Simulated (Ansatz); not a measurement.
SrTiO3, response to strain

The parent structure is SrTiO$_{3}$ in the cubic perovskite structure (space group Pm-3m, No. 221; a = 3.908 Å). Axes: x, y, z lie along the cube axes.

Strains are applied to the cell and any free atomic positions relax; under biaxial strain the out-of-plane vector relaxes too; under stress the whole cell relaxes.

Computed with Kohn–Sham DFT with the r2SCAN functional, run in Ansatz (a program for electronic structure) with PAW and 500 eV plane waves, without spin-orbit coupling, earlier PAW set.

Notes on the quantities. pressure: mean of the normal stresses, compression positive.

| variant | pressure | smallest direct gap | band gap | shortest interatomic distance |
|---|---|---|---|---|
| base | 0.00 GPa | 2.63 eV | 2.27 eV | 1.954 Å |
| biaxial strain +0.75 %, plane normal [001], relaxed out of plane | -1.89 GPa | 2.59 eV | 2.22 eV | 1.945 Å |
| biaxial strain +2.56 %, plane normal [001], relaxed out of plane | -5.89 GPa | 2.51 eV | 2.13 eV | 1.926 Å |
| isotropic strain −5.78 % | 49.76 GPa | 2.82 eV | 2.64 eV | 1.841 Å |
| uniaxial strain ε_yy = +3.01 % | … | … | 2.14 eV | 1.954 Å |
| uniaxial strain ε_zz = +1.08 % | -1.96 GPa | 2.60 eV | 2.22 eV | 1.954 Å |
| uniaxial stress, 8 GPa compression along x | – | 2.60 eV | 2.25 eV | 1.908 Å |

### Question
Complete the table.

### Answer

- uniaxial strain ε_yy = +3.01 %, pressure: -5.03 GPa
- uniaxial strain ε_yy = +3.01 %, smallest direct gap: 2.55 eV

Beyond what the load breaks, stability against distortions was not tested. All final runs are without spin polarisation. Many cubic perovskites are stable only at high temperature; tilts and polar distortions were not tested.
